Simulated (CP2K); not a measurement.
Input and output of a self-consistent single point for LuN (Fm-3m, 2 atoms in the cell) (CP2K).

Method of the run: LDA (Pade form), GPW, DZVP-MOLOPT-SR-GTH basis, GTH-PADE potentials (GTH_POTENTIALS) run with CP2K 2026.2.

The change in words: lattice scaled by 0.98. Reference geometry:
```
CELL_PARAMETERS angstrom
      3.38109     0.00000     0.00000
      1.69054     2.92811     0.00000
      1.69054     0.97604     2.76065
ATOMIC_POSITIONS crystal
  Lu 0.00000 0.00000 0.00000
  N  0.50000 0.50000 0.50000
```

Reference input (self-consistent single point, DFT LDA (Pade form), GPW, DZVP-MOLOPT-SR-GTH basis, GTH-PADE potentials (GTH_POTENTIALS)): CUTOFF = 500 Ry; REL_CUTOFF = 50 Ry; SMEAR/METHOD = FERMI_DIRAC; ELECTRONIC_TEMPERATURE = 580.23 K; KPOINTS/SCHEME = MONKHORST-PACK 8 8 8; GAMMA_CENTERED = T; XC_FUNCTIONAL = PADE; Lu/BASIS_SET = DZVP-MOLOPT-SR-GTH-q25; Lu/POTENTIAL = GTH-PADE-q25; N/BASIS_SET = DZVP-MOLOPT-SR-GTH-q5; N/POTENTIAL = GTH-PADE-q5; METHOD = GPW. This run's input differs from it in these lines:

```diff
@@ -65,5 +65,5 @@
     &CELL
-      A 3.38108900 0.00000000 0.00000000
-      B 1.69054500 2.92810900 0.00000000
-      C 1.69054500 0.97603600 2.76064800
+      A 3.31346700 0.00000000 0.00000000
+      B 1.65673400 2.86954700 0.00000000
+      C 1.65673400 0.95651600 2.70543400
       PERIODIC XYZ
@@ -72,3 +72,3 @@
       Lu       0.00000000     0.00000000     0.00000000
-      N        3.38108950     1.95207250     1.38032400
+      N        3.31346750     1.91303150     1.35271700
     &END COORD
```

Log, with long lists cut:

```
 SCF WAVEFUNCTION OPTIMIZATION

  Step     Update method      Time    Convergence         Total energy    Change
     1 NoMix/Diag. 0.20E+00      -     2.48815774      -273.0269175253 -2.73E+02
     2 Broy./Diag. 0.20E+00      -     0.16739607      -272.4697660159  5.57E-01
     3 Broy./Diag. 0.20E+00      -     0.20493550      -272.6029955595 -1.33E-01
     4 Broy./Diag. 0.20E+00      -     0.02909830      -272.7451979611 -1.42E-01
     5 Broy./Diag. 0.20E+00      -     0.01314075      -272.5664574732  1.79E-01
     6 Broy./Diag. 0.20E+00      -     0.00109080      -272.5599330690  6.52E-03
   [... 2 lines left out ...]
     9 Broy./Diag. 0.20E+00      -     0.00014530      -272.5940988975  5.55E-03
    10 Broy./Diag. 0.20E+00      -     0.00001609      -272.5926074425  1.49E-03
    11 Broy./Diag. 0.20E+00      -     0.00002658      -272.5925821927  2.52E-05
    12 Broy./Diag. 0.20E+00      -     0.00000086      -272.5927648880 -1.83E-04
  *** SCF run converged in    12 steps ***

  Overlap energy of the core charge distribution:               0.00000000000230
  Self energy of the core charge distribution:               -379.13451070131350
  Core Hamiltonian energy:                                    106.24971403538453
  Hartree energy:                                              25.70619765965964
  Exchange-correlation energy:                                -25.41414726451759
  Electronic entropic energy:                                  -0.00001861681411
  Fermi energy:                                                 0.37184890524694

  Total energy:                                              -272.59276488799725
  Total energy (extrapolated to T->0):                       -272.59275557959018

   [... lines left out ...]

 STRESS| Analytical stress tensor [bar]
 STRESS|                        x                   y                   z
 STRESS|      x       -4.58043173653E+04   4.92869801534E+00   3.48510877099E+00
 STRESS|      y        4.92869801534E+00  -4.58107712853E+04   1.91173331022E+00
 STRESS|      z        3.48510877099E+00   1.91173331022E+00  -4.58112991625E+04
 STRESS| 1/3 Trace                                            -4.58087959377E+04
```

The run converged in 12 iterations. Against the reference run the free energy drops by 48.7 meV/atom and the pressure goes from -14.29 to -4.58 GPa.

The starting cell comes from a database of computed structures (which also holds hypothetical and non-ambient phases and stackings), without a prior relaxation at this level. Its lattice was rescaled by a random factor within 2.5 % of one. For this run, on top of that: lattice scaled by 0.98. Values carry the incompleteness of an atom-centred basis. With a pressure of about -5 GPa the cell is away from its equilibrium volume at this level. The run gives no clean gap (levels at the Fermi energy touch, overlap or are partly filled at this smearing), which alone does not show that the compound is a metal.

Cost on one core of a shared machine: roughly 5 min.
